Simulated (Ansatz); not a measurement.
Results of LDA (plane waves, PAW; Ansatz, a program for electronic structure) for MgO (R-3m, No. 166, 16 atoms in the cell; start mp-1180973; a measured phase of this formula has another space group).

Settings: plane-wave cutoff 520 eV, 14×14×14 k mesh, Fermi–Dirac smearing 0.01 eV, scalar-relativistic PAW data made under PBE.

Cell (relaxed at this level):

Space group R-3m, hexagonal axes (No. 166); a = b = 2.929 Å, c = 58.618 Å, α = β = 90.00°, γ = 120.00°

```
atom  site  symmetry       x       y       z
----  ----  --------  ------  ------  ------
Mg      6c        3m  0.0000  0.0000  0.3756
Mg      6c        3m  0.0000  0.0000  0.2077
Mg      6c        3m  0.0000  0.0000  0.0846
Mg      3b       -3m  0.0000  0.0000  0.5000
Mg      3a       -3m  0.0000  0.0000  0.0000
O       6c        3m  0.0000  0.0000  0.1461
O       6c        3m  0.0000  0.0000  0.4385
O       6c        3m  0.0000  0.0000  0.3129
O       6c        3m  0.0000  0.0000  0.2692
```
(The calculation used a cell of 16 atoms; values per cell refer to that cell.)

Problem. What does this level give for the band gap?

Solution. 
* **band gap**: 4.37 eV (on the SCF k mesh)

Note: the relaxation could not lower the start's symmetry, so the cell can be a saddle point above a distorted one.

Computed values are for the static lattice.

Computing time: about 12 core-minutes (a rough figure).

A start named mp-… is a Materials Project structure, which need not be a measured phase.
